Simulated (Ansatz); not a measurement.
For Ga3AlN4 (model structure, P3m1, No. 156, 8 atoms in the cell), PBE in Ansatz (PAW) gives:

```
Item                                   Value
------------------------------  ------------
equilibrium lattice constant a       3.195 Å
c axis length                       10.387 Å
cohesive energy                 4.72 eV/atom
```

Q: What does r²SCAN in Ansatz (PAW) give for the same quantities?

A: 
- lattice constant a: 3.163 Å (decreases by 1.0 %)
- lattice parameter c: 10.278 Å (drops by 1.0 %)
- cohesive energy: 4.80 eV/atom (increases by 0.08 eV/atom)

Changes are worked out from the printed values.

Unless a cell is named, each level is at its own relaxed cell (PBE 11.48, r²SCAN 11.13 Å³/atom).

Ansatz's density-functional and Hartree–Fock values are scalar-relativistic unless marked +SOC, with PAW data made under PBE.

A model structure was made by putting elements into a prototype or built by hand; it is no filed structure, need not be a known phase, and can be a saddle point held by its symmetry.

Ansatz is an electronic-structure program.
